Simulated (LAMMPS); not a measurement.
SiO2 (stishovite, a high-pressure form) at 1080 K and zero pressure, started from the crystal, with several potentials, in cells of their own sizes.

Interatomic potentials used:
- SiO.1990.vashishta: classical MD, pair style vashishta, file SiO.1990.vashishta (LAMMPS); P. Vashishta, R. K. Kalia, J. P. Rino, and I. Ebbsjo, Phys. Rev. B 41, 12197 (1990).
- SiO.1994.vashishta: classical MD, pair style vashishta, file SiO.1994.vashishta (LAMMPS); Nakano, Kalia, and Vashishta, J. Non-Crystal. Solids, v. 171, p. 157 (1994)
- ionic pair potential bks1990: classical MD, Buckingham potential of van Beest, Kramer and van Santen, Phys. Rev. Lett. 64, 1955 (1990), used with rigid ions (no shells), PPPM sums, short-range terms cut at 10 Å, modified for these runs by an r^-4 repulsive force inside the short-range force's maximum (LAMMPS)

```
potential                                                                                      state                   volume  first peak of g(r), O-Si  coordination number of O by Si  mean phonon frequency  rough cost (ms per atom and simulated ps)
----------------------------  ----------------------------------------------------------------------  -----------------------  ------------------------  ------------------------------  ---------------------  -----------------------------------------
ionic pair potential bks1990                                     crystal; no diffusion seen in 21 ps  7.7967 ± 0.0008 Å³/atom        1.75 Å, height 8.3        3.00 (counted to 2.54 Å)               19.0 THz                                   10 to 30
SiO.1990.vashishta            solid that has left the starting structure; no diffusion seen in 30 ps     12.77 ± 0.01 Å³/atom       1.61 Å, height 15.4        1.98 (counted to 2.06 Å)               19.4 THz                                   10 to 30
SiO.1994.vashishta            solid that has left the starting structure; no diffusion seen in 30 ps     16.60 ± 0.05 Å³/atom       1.61 Å, height 19.2        1.94 (counted to 2.30 Å)               18.5 THz                                     1 to 3
```

Costs are rough: whole-run CPU time with set-up and analysis, from shared machines, in bands a factor of about three wide.

Caution (row ionic pair potential bks1990): in nature this polymorph isn't the stable one over the whole range of temperature at this pressure, and short runs keep a crystal in its starting form.

Caution (row ionic pair potential bks1990): a run this short can hold a crystal over, or a liquid under, the potential's own melting point, which these runs don't give.

Caution (rows SiO.1990.vashishta; SiO.1994.vashishta): enthalpy drifts during the constant-pressure average: a transition or slow ageing; fluctuation values are void.

Caution: with SiO.1990.vashishta the 0 K volume of this crystal is 30 % off the measured one.

Caution: with SiO.1994.vashishta the 0 K volume of this crystal is 40 % off the measured one.

States go by the mean squared displacement: a species diffuses where it passes 1.5 Å², still rises and gives D over 1e-6 cm²/s; a crystal has left its structure where atoms lie 0.35 Å off their sites on average or a cubic box changes its shape by 3 %, or the axial ratios of another lie 8 % off the starting cell's, which the potential's own relaxation can also do.

Uncertainties are statistical and leave out the potential's own error.
